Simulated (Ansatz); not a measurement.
Worked example: self-consistent single point of PdS2 (R3m, 3 atoms in the cell) in Ansatz (a quantum-chemistry and plane-wave program).

Computed with PBE (plane waves, PAW; Ansatz).

```
CELL_PARAMETERS angstrom
      1.41417     0.81647     5.47547
     -1.41417     0.81647     5.47547
      0.00000    -1.63295     5.47547
ATOMIC_POSITIONS crystal
  Pd 0.00000 0.00000 0.00000
  S  0.75230 0.75230 0.75230
  S  0.58100 0.58100 0.58100
```

Reference input (self-consistent single point, DFT, PBE, plane waves, default PAW files): basis.ecutwfc = 420 eV; kpoints.mp_grid.grid = 13 13 13; hamiltonian.xc = pbe; hamiltonian.pseudopotentials = {kind: paw} (the program's default PAW files); scf.occupations.method = cold; scf.occupations.width = 0.2 eV. This run's input differs from it in these lines:

Ansatz 0.2 input:
```diff
@@ -17,3 +17,3 @@
 scf:
-  occupations: { method: cold, width: 0.2 }
+  occupations: { method: fermi_dirac, width: 0.05 }
 output:
```

Output, abridged:

```
SCF iter   1: F=—  HF=-8771.921814 eV  |F-HF|=—  |Δ(HF+E_count)|=         —  Δρ=9.15e-3  dr2=1.75e-2  ethr=1.77e-3  ⟨swp⟩=6.1  Hψ=24267  notcnv=0
all-band conjugate gradients solve this SCF's bands
preconditioner: auto → Kerker (q_TF=auto, 2.624 Å⁻¹)
SCF iter   2: F=—  HF=-8771.916340 eV  |F-HF|=—  |Δ(HF+E_count)|=   5.47e-3  Δρ=4.61e-3  dr2=5.51e-3  ethr=5.82e-5  ⟨swp⟩=2.4  Hψ=8824  notcnv=0  defer=2
   [... lines left out ...]
SCF iter   5: F=—  HF=-8771.916175 eV  |F-HF|=—  |Δ(HF+E_count)|=   6.64e-6  Δρ=1.40e-4  dr2=9.94e-6  ethr=4.01e-7  ⟨swp⟩=2.2  Hψ=5863  notcnv=0  defer=2
SCF iter   6: F=—  HF=-8771.916156 eV  |F-HF|=—  |Δ(HF+E_count)|=   1.95e-5  Δρ=3.76e-5  dr2=1.23e-6  ethr=3.31e-8  ⟨swp⟩=2.6  Hψ=6809  notcnv=0  defer=2
SCF iter   7: F=—  HF=-8771.916156 eV  |F-HF|=—  |Δ(HF+E_count)|=   5.19e-8  Δρ=1.19e-5  dr2=1.04e-7  ethr=4.10e-9  ⟨swp⟩=2.2  Hψ=5906  notcnv=0  defer=2
SCF iter   8: F=-8771.916156 eV  HF=-8771.916156 eV  |F-HF|=6.83e-9  |Δ(HF+E_count)|=   7.46e-9  Δρ=4.28e-6  dr2=1.16e-8  ethr=3.33e-10  ⟨swp⟩=5.4  Hψ=16196  notcnv=0
SCF 1 converged in 8 iterations: F = -8771.916156 eV  dr2 = 1.16e-8
Free energy (F): -8771.916156 eV
Internal energy: -8771.903550 eV  (E = F + TS)
E sigma→0 (E₀):  -8771.909853 eV
Entropy (-TS):   -0.012605 eV (-4.202 meV/atom)
Fermi energy:    17.532935 eV
--- Forces (eV/Å), atoms counted from 1 ---
  atom   1  Pd     0.00000000    -0.00000000     0.10156483
  atom   2  S      0.00000000    -0.00000024     7.75123082
  atom   3  S      0.00000000     0.00000024    -7.85276635
--- Stress (GPa, compression-positive) ---
      104.082090       0.000000       0.000000
        0.000000     104.082090      -0.000000
        0.000000      -0.000000     107.993004
  P = ⅓ Tr σ = 105.3857 GPa (1053.857 kbar)
  The stress holds the Pulay correction. Without it, at fixed plane waves, as pw.x and ABINIT print it: P = 105.3022 GPa
```

The run converged in 8 iterations. Against the reference run the free energy falls by 2.3 meV/atom, the pressure moves little (105.36 to 105.39 GPa) and the largest force goes from 7.839 to 7.853 eV/Å.

The starting cell was generated: these elements placed on a structure prototype, without a prior relaxation; it need not be a known phase or ordering of this composition. Its lattice was rescaled by a random factor within 2.5 % of one. Spin polarisation is off. With a pressure of about 105 GPa the cell is away from its equilibrium volume at this level. Forces in this geometry exceed 1 eV/Å. Ansatz's pressure includes its estimate of the finite-basis (Pulay) stress.
